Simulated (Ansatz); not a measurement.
System: CdBr2 (R-3m, No. 166, 6 atoms in the cell; start mp-568722). Method: HSE06 in Ansatz (plane waves, PAW).

Settings: plane-wave cutoff 500 eV, 6×6×6 k mesh, gaussian smearing 0.02 eV, scalar-relativistic PAW data made under PBE.

Cell (relaxed with r²SCAN):

Space group R-3m, hexagonal axes (No. 166); a = b = 4.015 Å, c = 39.394 Å, α = β = 90.00°, γ = 120.00°

```json
[
 {"atom": "Cd", "site": "3a", "symmetry": "-3m", "x": "0.0000", "y": "0.0000", "z": "0.0000"},
 {"atom": "Cd", "site": "3b", "symmetry": "-3m", "x": "0.0000", "y": "0.0000", "z": "0.5000"},
 {"atom": "Br", "site": "6c", "symmetry": "3m", "x": "0.0000", "y": "0.0000", "z": "0.2063"},
 {"atom": "Br", "site": "6c", "symmetry": "3m", "x": "0.0000", "y": "0.0000", "z": "0.3730"}
]
```
(The calculation used a cell of 6 atoms; values per cell refer to that cell.)

Give the computed band gap.


* **band gap**: 4.09 eV (on the SCF k mesh)

Note: cell and atoms aren't relaxed at this level (largest force component 0.06 eV/Å, pressure 0.2 GPa); the cell has widely spaced layers and the level no dispersion term, so their spacing and the moduli can rest on weak binding.

Spin–orbit coupling is not included.

The computed numbers hold no vibrational or temperature effects.

A start named mp-… is a Materials Project structure, which need not be a measured phase.

Ansatz is an electronic-structure program.
